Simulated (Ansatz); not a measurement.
Relaxation of the outer planes of the (100) surface of antifluorite Mg2Si in its 1x1 cell (cut with top plane Si, bottom plane Si), relaxed from an ideal cut (the real face may reconstruct), outermost plane spacing 1.59 Å in the ideal cut (one of several cuts of this face), with 1 Si a cell over the bulk's ratio.

These are PBE (plane waves to 420 eV, PAW; Ansatz, a quantum-chemistry and plane-wave program) values and carry that method's errors.

Slab: 13 atoms, Mg8Si5, 12.7 Å thick at the start; k 6x6x1, smearing 0.025 eV, dipole-corrected; all atoms relaxed; symmetry of the start imposed; no spin (no spin-polarised run to compare, though such a face may carry moments), no spin-orbit, no U. The slab shows no gap on its mesh.

| plane | atoms | bulk spacing to the next (Å) | relaxed spacing (Å) | change (%) | rumpling (Å) |
|---|---|---|---|---|---|
| 1 | Si | 1.591 | 1.395 | -12.3 | 0.00 |
| 2 | 2 Mg | 1.591 | 1.668 | 4.8 | 0.00 |
